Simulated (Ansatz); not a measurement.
## SiS2: response to strain

Start from SiS₂ (space group I-42d, No. 122; a = 5.556 Å, c = 8.694 Å). Axes: x, y, z lie along a, b, c of the conventional cell.

Strains are applied to the cell and any free atomic positions relax; under biaxial strain the out-of-plane vector relaxes too.

Computed with Ansatz (an electronic-structure program), r2SCAN, PAW, cutoff 500 eV, spin-orbit coupling left out, earlier PAW set.

Candidates:
(a) biaxial strain +4.43 %, plane normal [001], relaxed out of plane
(b) strain tensor (xx, yy, zz, yz, xz, xy) = (+1.15, +0.96, +0.23, +0.50, −0.29, +0.81) %
(c) biaxial strain −1.06 %, plane normal [001], relaxed out of plane
(d) strain tensor (xx, yy, zz, yz, xz, xy) = (−0.67, −1.04, +0.20, +0.51, +0.20, +1.18) %

For the base:

```
Quantity              Result
-------------------  -------
Smallest direct gap  3.70 eV
```

**Question.** Order them by smallest direct gap, highest first.

**Answer.** (a) biaxial strain +4.43 %, plane normal [001], relaxed out of plane (3.87 eV), (b) strain tensor (xx, yy, zz, yz, xz, xy) = (+1.15, +0.96, +0.23, +0.50, −0.29, +0.81) % (3.74 eV), (c) biaxial strain −1.06 %, plane normal [001], relaxed out of plane (3.64 eV), (d) strain tensor (xx, yy, zz, yz, xz, xy) = (−0.67, −1.04, +0.20, +0.51, +0.20, +1.18) % (3.61 eV)

Stability against distortions was not tested.
